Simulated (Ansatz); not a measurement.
```
CELL_PARAMETERS angstrom
      0.00000     2.75965     2.68286
      2.75965     0.00000     2.68286
      2.75965     2.75965     0.00000
ATOMIC_POSITIONS crystal
  Ga 0.00000 0.00000 0.00000
  P  0.25000 0.25000 0.25000
```

Level of theory: PBEsol with spin-orbit coupling, rigid bands (plane waves, PAW; Ansatz, a first-principles code). Condition of this run: biaxial stress xx = yy = -2 GPa (compression positive) (the target of the relaxation). How the cell was made: cell and atoms relaxed with PBEsol, then loaded as said.

Predict the hole conductivity mass (n e² τ/σ) at 300 K, by direction if it differs.

0.43 (x), 0.43 (y), 0.28 (z) mₑ.

What conductivity effective mass do dilute electrons have at 300 K?

0.25 (x), 0.25 (y), 1.08 (z) mₑ.

And the band gap?

1.21 eV at this level; semilocal functionals usually fall short of the measured gap.

Rigid bands, one relaxation time for all states, no polarons.
